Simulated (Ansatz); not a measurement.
# TiAl under a change: Al interstitial (started 1.74 Å from the nearest host atom), symmetric start

Take a 24-atom supercell of TiAl (space group P4/mmm, No. 123; a = 2.824 Å, c = 4.071 Å) at its relaxed geometry as the base.

Now apply this change: a neutral Al interstitial (started 1.74 Å from the nearest host atom), symmetric start, atoms relaxed at fixed cell.

Computed with PBE in Ansatz (plane waves to 420 eV, PAW, no SOC). k-mesh 5×4×5 (Γ-centred); smearing 0.05 eV (Fermi–Dirac).

The pressure goes from zero to 8.1 GPa and the final site of the added atom amounts to 6 Al at 2.29–3.01 Å and 8 Ti at 2.42–3.39 Å.

The cell is small, so the values are those of an ordered compound at a high defect concentration; dilute-limit values will differ. The defect started on the symmetric site and kept its symmetry, so it may sit on a saddle. All final runs are without spin polarisation. The defect cell is not spin-polarised.

Ansatz is a first-principles code.
